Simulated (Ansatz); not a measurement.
Here is the system:

```yaml
crystal:
  lattice:
    - [0.00000, 2.59757, 2.59757]
    - [2.59757, 0.00000, 2.59757]
    - [2.59757, 2.59757, 0.00000]
  atoms:
    - { symbol: Sr, position: [0.00000, 0.00000, 0.00000] }
    - { symbol: O, position: [0.50000, 0.50000, 0.50000] }
```

No spin polarisation.

All numbers come from Ansatz (a quantum-chemistry and plane-wave program), PBE, PAW, cutoff 420 eV, no spin-orbit coupling. k-mesh 11×11×11 (Γ-centred); smearing 0.05 eV (Fermi–Dirac).

Question: What is the computed smallest direct gap?

Answer: 3.42 eV.

Question: Predict the electron mass.

Answer: 1.2 mₑ along k, 0.41 mₑ across (at X).

Question: Predict the band gap.

Answer: 3.33 eV.

Question: What width of the top valence band does the calculation give?

Answer: 1.05 eV.

Masses are band curvatures over ±0.01 Å⁻¹ around the edge. Along k means along the line from Γ to the band edge. Stability against distortions was not tested. The cell was made from CaO by this change: Ca → Sr.
